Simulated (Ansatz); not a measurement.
**Al2Cu: element substitutions**

Consider Al₂Cu (space group I4/mcm, No. 140; a = 6.006 Å, c = 4.790 Å).

Each row replaces one element on all its sites; cell and atoms are relaxed.

Method: r2SCAN in Ansatz (plane waves to 500 eV, PAW, no spin-orbit coupling).

Candidates:
(a) Cu → P
(b) Cu → Zn
(c) Al → Sb

Before the change:

```
Quantity                  Result
-------------------  -----------
Lattice parameter a  11.349 bohr
```

Problem. Order them by lattice parameter a, lowest first.

Solution. (a) Cu → P (11.495 bohr), (b) Cu → Zn (11.690 bohr), (c) Al → Sb (12.773 bohr)

Whether these cells are dynamically stable was not tested. As relaxed here, Al2P, Al2Zn and CuSb2 are hypothetical phases, not in the database extracts checked. All final runs are without spin polarisation.

Ansatz is a program for electronic structure.
